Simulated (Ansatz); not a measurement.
Band structure of In2Au3 (P-3m1, 5 atoms in the cell).

```yaml
crystal:
  lattice:
    - [4.57401, 0.00000, 0.00000]
    - [-2.28700, 3.96121, 0.00000]
    - [0.00000, 0.00000, 5.68874]
  atoms:
    - { symbol: In, position: [0.66667, 0.33333, 0.32167] }
    - { symbol: In, position: [0.33333, 0.66667, 0.67833] }
    - { symbol: Au, position: [0.66667, 0.33333, 0.80654] }
    - { symbol: Au, position: [0.33333, 0.66667, 0.19346] }
    - { symbol: Au, position: [0.00000, 0.00000, 0.00000] }
```

Level of theory: PBEsol, PAW files made with PBE (plane waves; Ansatz, an electronic-structure program).

Settings: basis.ecutwfc = 420 eV; kpoints.mp_grid.grid = 7 7 5; hamiltonian.xc = pbesol; hamiltonian.pseudopotentials = {kind: paw} (an earlier, softer set of the program's PAW files); scf.occupations.method = gaussian; scf.occupations.width = 0.136 eV; kpoints.band_path.npoints = 8.

The starting cell comes from a database of computed structures (which also holds hypothetical and non-ambient phases and stackings), without a prior relaxation at this level. Its lattice was rescaled by a random factor within 2.5 % of one. Spin-orbit coupling is off.

Levels in eV from the Fermi level, bands 39 to 46:
```json
[
 {"point": "Γ", "39": "-2.73", "40": "-2.40", "41": "1.59", "42": "2.36", "43": "2.36", "44": "3.35", "45": "4.07", "46": "4.07"},
 {"point": "M", "39": "-3.12", "40": "-1.75", "41": "-1.54", "42": "-0.78", "43": "-0.36", "44": "0.79", "45": "2.78", "46": "4.58"},
 {"point": "K", "39": "-3.45", "40": "-3.40", "41": "-0.27", "42": "-0.27", "43": "0.68", "44": "0.91", "45": "0.91", "46": "3.24"},
 {"point": "A", "39": "-3.18", "40": "1.08", "41": "2.10", "42": "2.46", "43": "2.46", "44": "2.94", "45": "4.06", "46": "4.55"},
 {"point": "L", "39": "-3.27", "40": "-3.16", "41": "-2.44", "42": "0.18", "43": "1.79", "44": "2.25", "45": "2.33", "46": "5.19"},
 {"point": "H", "39": "-3.42", "40": "-2.76", "41": "-2.23", "42": "-2.23", "43": "-1.13", "44": "5.92", "45": "5.92", "46": "6.80"}
]
```

Bands cross the Fermi level along this path, so the cell is metallic at this level.

Keys are those of Ansatz 0.2.
